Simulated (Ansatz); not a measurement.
## CuGaSe2: band gap against strain

CuGaSe2 (chalcopyrite, I-42d, 20.787 Å³/atom at rest, c along z) under a strain ε along c (axis z), the other axes held. LDA in Ansatz, a plane-wave DFT program (PAW, default set), 420 eV, 9×9×9 Γ-centred mesh, Fermi-Dirac smearing 0.05 eV; ions are relaxed within the symmetry of each cell. Gaps are the smallest over the k-mesh and a band path, without spin-orbit coupling; in all rows the valence edge lies at Γ and the conduction edge at Γ.

Here s stands for strain and Eg for gap.

| strain (%) | gap (eV) |
|---|---|
| -3.00 | ? |
| -2.25 | 0.249 |
| -1.50 | 0.222 |
| -0.75 | 0.196 |
| 0.00 | 0.171 |

### Question
Fit Eg against s with a straight line, and predict the withheld value at s = -3.00.

### Answer
Means: s -1.1250, Eg 0.2095. About the means, the sum of products is -0.097500 and the sum of squares of s is 2.8125; the slope is their ratio. Least squares gives Eg = 0.1705 - 0.03467·s. Residuals (row less fit): 0.0005, -0.0005, -0.0005, 0.0005; standard error 0.0007 (degrees of freedom: 2). Over these rows the gap moves by -3.5 ± 0.04 eV per unit strain. At the withheld row, Eg = 0.1705 - 0.03467 × (-3.00) = 0.2745 eV. The calculation gives 0.278 eV, 0.0035 eV above the prediction (3.3 % of the range of Eg in the table). The row lies outside the fitted rows, so this is an extrapolation. From the scatter of the fitted rows alone, a prediction at this place has a standard error of 0.0011 eV, so the miss is 3.2 times that.

One order more, fitted to all 5 runs of the series, follows each within 0.001, so the miss is the next term of a smooth law. Spin-orbit coupling is left out, which can shift this property for GaCuSe2. Rows are the converged runs of the series near zero and its far end; series whose fitted rows scatter by over a few per cent of the range, as at a crossing or softening among them, aren't shown in this form. Most that stay on the fit to the last digits aren't either.
